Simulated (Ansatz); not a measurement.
Method: PBE (plane waves to 420 eV, PAW; Ansatz, an electronic-structure program).

Electrostatic potential energy of an electron, averaged over planes parallel to the surface, in eV from the Fermi level, for a constructed model of the (110) surface of bcc Fe, ferromagnetic, a layer of Zn in place of the second plane (bottom of the slab: a bare face, its two planes held):

```json
[
 {"z (Å)": "3.76", "V (eV)": "4.79"},
 {"z (Å)": "4.04", "V (eV)": "4.79"},
 {"z (Å)": "4.33", "V (eV)": "4.79"},
 {"z (Å)": "4.62", "V (eV)": "4.78"},
 {"z (Å)": "4.91", "V (eV)": "4.77"},
 {"z (Å)": "5.20", "V (eV)": "4.75"},
 {"z (Å)": "5.49", "V (eV)": "4.71"},
 {"z (Å)": "5.78", "V (eV)": "4.62"},
 {"z (Å)": "6.07", "V (eV)": "4.43"},
 {"z (Å)": "6.36", "V (eV)": "4.06"},
 {"z (Å)": "6.64", "V (eV)": "3.30"},
 {"z (Å)": "6.93", "V (eV)": "1.77"},
 {"z (Å)": "7.22", "V (eV)": "-1.75"},
 {"z (Å)": "7.51", "V (eV)": "-9.24"},
 {"z (Å)": "7.80", "V (eV)": "-16.08"},
 {"z (Å)": "8.09", "V (eV)": "-18.18"},
 {"z (Å)": "8.38", "V (eV)": "-14.72"},
 {"z (Å)": "8.67", "V (eV)": "-7.32"},
 {"z (Å)": "8.96", "V (eV)": "-1.65"},
 {"z (Å)": "9.24", "V (eV)": "-2.76"},
 {"z (Å)": "9.53", "V (eV)": "-9.72"},
 {"z (Å)": "9.82", "V (eV)": "-16.34"},
 {"z (Å)": "10.11", "V (eV)": "-18.13"},
 {"z (Å)": "10.40", "V (eV)": "-14.27"},
 {"z (Å)": "10.69", "V (eV)": "-6.69"},
 {"z (Å)": "10.98", "V (eV)": "-1.31"},
 {"z (Å)": "11.27", "V (eV)": "-2.58"},
 {"z (Å)": "11.56", "V (eV)": "-9.60"},
 {"z (Å)": "11.84", "V (eV)": "-16.30"},
 {"z (Å)": "12.13", "V (eV)": "-18.16"},
 {"z (Å)": "12.42", "V (eV)": "-14.37"},
 {"z (Å)": "12.71", "V (eV)": "-6.83"},
 {"z (Å)": "13.00", "V (eV)": "-1.48"},
 {"z (Å)": "13.29", "V (eV)": "-3.06"},
 {"z (Å)": "13.58", "V (eV)": "-10.24"},
 {"z (Å)": "13.87", "V (eV)": "-16.60"},
 {"z (Å)": "14.16", "V (eV)": "-18.05"},
 {"z (Å)": "14.44", "V (eV)": "-14.00"},
 {"z (Å)": "14.73", "V (eV)": "-6.44"},
 {"z (Å)": "15.02", "V (eV)": "-1.21"},
 {"z (Å)": "15.31", "V (eV)": "-1.53"},
 {"z (Å)": "15.60", "V (eV)": "-7.03"},
 {"z (Å)": "15.89", "V (eV)": "-13.07"},
 {"z (Å)": "16.18", "V (eV)": "-16.08"},
 {"z (Å)": "16.47", "V (eV)": "-14.28"},
 {"z (Å)": "16.76", "V (eV)": "-8.75"},
 {"z (Å)": "17.04", "V (eV)": "-2.59"},
 {"z (Å)": "17.33", "V (eV)": "-0.69"},
 {"z (Å)": "17.62", "V (eV)": "-4.11"},
 {"z (Å)": "17.91", "V (eV)": "-11.66"},
 {"z (Å)": "18.20", "V (eV)": "-17.25"},
 {"z (Å)": "18.49", "V (eV)": "-17.72"},
 {"z (Å)": "18.78", "V (eV)": "-12.87"},
 {"z (Å)": "19.07", "V (eV)": "-4.90"},
 {"z (Å)": "19.36", "V (eV)": "0.71"},
 {"z (Å)": "19.64", "V (eV)": "2.92"},
 {"z (Å)": "19.93", "V (eV)": "4.02"},
 {"z (Å)": "20.22", "V (eV)": "4.57"},
 {"z (Å)": "20.51", "V (eV)": "4.84"},
 {"z (Å)": "20.80", "V (eV)": "4.97"},
 {"z (Å)": "21.09", "V (eV)": "5.04"},
 {"z (Å)": "21.38", "V (eV)": "5.07"},
 {"z (Å)": "21.67", "V (eV)": "5.09"},
 {"z (Å)": "21.96", "V (eV)": "5.09"},
 {"z (Å)": "22.24", "V (eV)": "5.10"},
 {"z (Å)": "22.53", "V (eV)": "5.10"},
 {"z (Å)": "22.82", "V (eV)": "5.10"}
]
```

Slab: 6 atoms, 9.9 Å thick at the start (thin: gaps and levels are the slab's own); k 16x16x1, smearing 0.1 eV, dipole-corrected; 2 atoms held, the rest relaxed; start symmetry kept, larger cells not searched; spin-polarised, ending with about 11.8 μB a cell; orders that need a larger cell were not tried, no spin-orbit, no U. It is one candidate, not shown to be the stable structure of the face.

Question: The surface cell has an area of 5.67 Å². What dipole along the normal does the step between the two vacuum levels imply?

Answer: the top vacuum level lies 0.31 eV above the bottom one; p = −ε₀ A ΔV (ε₀ = 0.005526 e/(V·Å)) gives -0.01 e·Å a cell.
